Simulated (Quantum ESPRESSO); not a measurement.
Worked example: self-consistent single point of LuFeC₂ (Amm2, 4 atoms in the cell) in Quantum ESPRESSO.

Computed with PBEsol, PSlibrary ultrasoft (PBE) pseudopotentials (plane waves; Quantum ESPRESSO).

```
CELL_PARAMETERS angstrom
      3.45355     0.00000     0.00000
      0.00000     2.24877     2.95639
      0.00000    -2.24877     2.95639
ATOMIC_POSITIONS crystal
  Lu 0.00000 0.99225 0.99225
  Fe 0.50000 0.39129 0.39129
  C  0.50000 0.85728 0.54418
  C  0.50000 0.54418 0.85728
```
Moments meant for the start (each program seeds them in its own way; μB, in the order of the atoms Lu Fe C C): 0.0 4.0 0.0 0.0.

Reference input (self-consistent single point, DFT, LDA (PZ), plane waves, PSlibrary ultrasoft (LDA) pseudopotentials): ecutwfc = 55 Ry; ecutrho = 495 Ry; occupations = smearing; smearing = fermi-dirac; degauss = 0.0099958 Ry; nspin = 2; K_POINTS = automatic 7 6 6 0 0 0; conv_thr = 1e-10 Ry; mixing_beta = 0.4. This run's input differs from it in these lines:

```diff
@@ -13,3 +13,3 @@
    ecutwfc = 55,
-   ecutrho = 495,
+   ecutrho = 440,
    occupations = 'smearing',
@@ -19,2 +19,3 @@
    starting_magnetization(2) = 0.500,
+   input_dft = 'pbesol',
 /
@@ -25,5 +26,5 @@
 ATOMIC_SPECIES
-Lu   174.9668  Lu.pz-spdn-rrkjus_psl.1.0.0.UPF
-Fe    55.8450  Fe.pz-n-rrkjus_psl.1.0.0.UPF
-C     12.0110  C.pz-n-rrkjus_psl.1.0.0.UPF
+Lu   174.9668  Lu.pbe-spdn-rrkjus_psl.1.0.0.UPF
+Fe    55.8450  Fe.pbe-n-rrkjus_psl.1.0.0.UPF
+C     12.0110  C.pbe-n-rrkjus_psl.1.0.0.UPF
 ATOMIC_POSITIONS {crystal}
```

Output, abridged:

```
     Self-consistent Calculation

     iteration #  1     ecut=    55.00 Ry     beta= 0.40

     total energy              =    -209.83768356 Ry
     estimated scf accuracy    <       1.24642179 Ry

     total magnetization       =     2.28 Bohr mag/cell
     absolute magnetization    =     2.58 Bohr mag/cell

     iteration #  2     ecut=    55.00 Ry     beta= 0.40

     total energy              =    -209.79713585 Ry
     estimated scf accuracy    <       5.45356866 Ry

     total magnetization       =     0.79 Bohr mag/cell
     absolute magnetization    =     0.86 Bohr mag/cell

     iteration #  3     ecut=    55.00 Ry     beta= 0.40

   [... lines left out ...]

     iteration # 17     ecut=    55.00 Ry     beta= 0.40

     total energy              =    -210.36233087 Ry
     estimated scf accuracy    <          1.3E-10 Ry

     total magnetization       =     0.75 Bohr mag/cell
     absolute magnetization    =     0.90 Bohr mag/cell

     iteration # 18     ecut=    55.00 Ry     beta= 0.40

     Magnetic moment per site  (integrated on atomic sphere of radius R)
     atom   1 (R=0.303)  charge=  8.1811  magn= -0.0096
     atom   2 (R=0.228)  charge=  5.3082  magn=  0.7009
     atom   3 (R=0.168)  charge=  1.5603  magn= -0.0032
     atom   4 (R=0.168)  charge=  1.5603  magn= -0.0032
     End of self-consistent calculation

     Number of k-points >= 100: set verbosity='high' to print the bands.

     the Fermi energy is    12.9024 ev

!    total energy              =    -210.36233087 Ry
     estimated scf accuracy    <          2.8E-11 Ry
     smearing contrib. (-TS)   =      -0.01088834 Ry
     internal energy E=F+TS    =    -210.35144253 Ry

     total magnetization       =     0.75 Bohr mag/cell
     absolute magnetization    =     0.90 Bohr mag/cell

     convergence has been achieved in  18 iterations

     Forces acting on atoms (cartesian axes, Ry/au):

     atom    1 type  1   force =     0.00000000    0.00000000    0.00592787
     atom    2 type  2   force =     0.00000000    0.00000000   -0.01914829
     atom    3 type  3   force =     0.00000000    0.00803124    0.00661021
   [... lines left out ...]

     Total force =     0.024863     Total SCF correction =     0.000004

          total   stress  (Ry/bohr**3)                   (kbar)     P=      -74.69
  -0.00046261   0.00000000   0.00000000          -68.05        0.00        0.00
   0.00000000  -0.00048567   0.00000000            0.00      -71.44        0.00
   0.00000000   0.00000000  -0.00057496            0.00        0.00      -84.58

   JOB DONE.
```

The run converged in 18 iterations. Against the reference run the pressure goes from -13.24 to -7.47 GPa, the largest force goes from 0.511 to 0.492 eV/Å and the size of the net moment goes from 0.07 to 0.19 μB/atom.

The starting cell comes from a database of computed structures (which also holds hypothetical and non-ambient phases and stackings), without a prior relaxation at this level. The moments shrank to a small part of their start, a low-spin state that need not be the lowest. With a pressure of about -7 GPa the cell is away from its equilibrium volume at this level.

Cost on one core of a shared machine: roughly 2 min.
